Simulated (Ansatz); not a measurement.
The reference is Te (space group P3_121, No. 152; a = 4.521 Å, c = 5.954 Å; made of chains).

Computed with PBE (Ansatz, a first-principles code), no spin-orbit coupling.

One change was made to it. Results:

The density rises by 0.96 g/cm³ to 6.99 g/cm³; the band gap changes from 0.23 eV to zero; the shortest interatomic distance rises by 3.14 pm to 292.1 pm.

### Question
Name the change that was made.
(A) pressure 5 GPa
(B) pressure −1 GPa
(C) pressure 10 GPa

### Answer
A, pressure 5 GPa. For comparison, the density in the other runs: pressure 10 GPa gives 7.62 g/cm³; pressure −1 GPa gives 5.44 g/cm³.

The mesh was chosen for an insulator and is coarse for the gapless case. With Te present, leaving out spin-orbit coupling can change the band edges. Load acts through the strain it causes; cell and atoms are relaxed under it. Stability against distortions was not tested. No other phases were tried under pressure. No dispersion term is included, though the crystal is made of layers, chains or molecules, so its spacings can come out too wide. A zero or small gap of Te can be the functional's error rather than a property of the material.
